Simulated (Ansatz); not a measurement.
Start from TiSi$_{2}$ (space group Fddd, No. 70; a = 4.7601 Å, b = 8.1802 Å, c = 8.4994 Å).

Structures relaxed with PBEsol/PAW in Ansatz (an electronic-structure program), no spin-orbit coupling, earlier PAW set.

Base:

Simulated powder pattern, Cu Kα1, λ = 1.54056 Å (kinematic, ideal powder, no thermal factors, no anomalous dispersion; the 8 strongest lines at most, above 2 %, up to 2θ = 90°):

```json
[
 {"2θ (°)": "39.50", "I/Imax (%)": "100", "hkl": "(131)"},
 {"2θ (°)": "42.51", "I/Imax (%)": "40", "hkl": "(004)"},
 {"2θ (°)": "43.55", "I/Imax (%)": "75", "hkl": "(202)"},
 {"2θ (°)": "50.19", "I/Imax (%)": "48", "hkl": "(133)"},
 {"2θ (°)": "67.83", "I/Imax (%)": "18", "hkl": "(135)"},
 {"2θ (°)": "69.35", "I/Imax (%)": "17", "hkl": "(331)"},
 {"2θ (°)": "72.79", "I/Imax (%)": "15", "hkl": "(062)"},
 {"2θ (°)": "77.22", "I/Imax (%)": "13", "hkl": "(333)"}
]
```

After one change:

Simulated powder pattern, Cu Kα1, λ = 1.54056 Å (kinematic, ideal powder, no thermal factors, no anomalous dispersion; the 8 strongest lines at most, above 2 %, up to 2θ = 90°):

```
2θ (°)  I/Imax (%)
------  ----------
19.83           24
25.98           48
32.99          100
35.53           90
35.62           22
36.90           41
42.39           51
55.49           23
```

Which change produced these results?
A) Si → Mn
B) Si → Pb
C) Si → As

B, Si → Pb. Its volume per atom is 23.12 Å³ against 13.79 Å³, and its space group is Fddd (No. 70).

Stability against distortions was not tested. As relaxed here, TiPb2, TiAs2 and TiMn2 are hypothetical phases, not in the database extracts checked. Seeded moments were not kept for Si → Mn. The final runs are not spin-polarised. TiPb2 and TiAs2 have a high density of states at the Fermi level and may be magnetic at this level.
